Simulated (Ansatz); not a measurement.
Habitual settings against a tight run: Y₂In₃Cu (Pmm2, 6 atoms in the cell)

Self-consistent single point.

```
Y2In3Cu
1.0
    3.55935     0.00000     0.00000
    0.00000     4.71694     0.00000
    0.00000     0.00000     8.20501
Y In Cu
2 3 1
Direct
  0.00000   0.50000   0.00861
  0.00000   0.00000   0.49648
  0.50000   0.00000   0.83793
  0.50000   0.00000   0.18402
  0.50000   0.50000   0.64504
  0.50000   0.50000   0.32792
```

Level of theory: r2SCAN, PAW files made with PBE (plane waves; Ansatz, an electronic-structure program).

Base settings: basis.ecutwfc = 500 eV; kpoints.mp_grid.grid = 6 5 3; hamiltonian.xc = r2scan; hamiltonian.pseudopotentials = {kind: paw} (the program's default PAW files); scf.occupations.method = cold; scf.occupations.width = 0.05 eV.

Tight run (finer mesh or higher cutoff; not a proven limit): basis.ecutwfc: 500 eV → 700 eV; kpoints.mp_grid.grid: 6 5 3 → 9 7 5; scf.convergence.dr2_threshold: default (1e-07 eV) → 1e-09 eV. It gave Fermi level (on the code's own zero) 12.01 eV; pressure 1.59 GPa; largest force (vector length) 0.125 eV/Å.

Quick runs, as changes from the base:
- A: the base itself
- B: basis.ecutwfc: 500 eV → 420 eV; kpoints.mp_grid.grid: 6 5 3 → 4 4 4; hamiltonian.xc: r2scan → lda; scf.occupations.width: 0.05 eV → 0.136 eV; scf.convergence.dr2_threshold: default (1e-07 eV) → 0.0001 eV [LDA (PW92)]
- C: basis.ecutwfc: 500 eV → 300 eV; kpoints.mp_grid.grid: 6 5 3 → 1 1 1; scf.convergence.dr2_threshold: default (1e-07 eV) → 0.001 eV; width narrowed by the program to 0.0439 eV
- D: basis.ecutwfc: 500 eV → 250 eV; kpoints.mp_grid.grid: 6 5 3 → 2 2 2; kpoints.mp_grid.shift: default → 0.5 0.5 0.5
- E: basis.ecutwfc: 500 eV → 210 eV; kpoints.mp_grid.grid: 6 5 3 → 4 4 4; hamiltonian.xc: r2scan → lda; kpoints.mp_grid.shift: default → 0.5 0.5 0.5 [LDA (PW92)]

Dashes: energy of B, E, another energy zero; count of B, E, another kind of functional, whose work the count does not hold.

† marks runs with another functional, U, potentials or spin treatment: their distance from the tight run is not a convergence error alone.

The count of work is k-points × plane waves × bands × iterations; it is no time. 

Pressures in the table are Ansatz's without its Pulay estimate, at a fixed set of plane waves; the tight run's value above holds the estimate.

The starting cell comes from a database of computed structures (which also holds hypothetical and non-ambient phases and stackings), without a prior relaxation at this level. Its lattice was rescaled by a random factor within 2.5 % of one. Spin polarisation is off.

```csv
run,energy less tight (meV/atom),pressure less tight (GPa),largest miss in a force vector (eV/Å),count of work / tight
A,-7.1,-0.11,0.085,0.20
B†,–,-5.11,0.119,–
C,161.4,-4.58,0.816,0.0038
D,742.3,-27.50,0.581,0.0033
E†,–,-119.35,0.138,–
```

Among the runs at the tight run's level, the energy misses run from 7.1 to 742.3 meV/atom.

Left out of this page: 1 run of the series outside the window shown, repeating another row's setting, or not comparable.

Keys are those of Ansatz 0.2.
